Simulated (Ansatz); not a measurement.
Consider the following.

```yaml
crystal:
  lattice:
    - [0.00000, 3.22110, 3.22110]
    - [3.22110, 0.00000, 3.22110]
    - [3.22110, 3.22110, 0.00000]
  atoms:
    - { symbol: Sb, position: [0.75000, 0.75000, 0.75000] }
    - { symbol: In, position: [0.00000, 0.00000, 0.00000] }
```

No spin polarisation.

Calculations: PBE in Ansatz (plane waves to 420 eV, PAW, no SOC). Γ-centred 12×12×12 mesh, Fermi–Dirac width 0.05 eV.

### Question
Predict the pressure, band gap and space group.

### Answer
Pressure: 4.0 GPa
Band gap: zero
Space group: F-43m (No. 216)

With Sb present, leaving out spin-orbit coupling can change the band edges. The cells carry an imposed strain or load. No phonon test of stability was made. The final runs are not spin-polarised. The cell was made from InSb in the zinc blende structure (space group F-43m, No. 216) by this change: isotropic strain −2.90 %. A zero or small gap of InSb can be the functional's error rather than a property of the material.

Ansatz is a quantum-chemistry and plane-wave program.
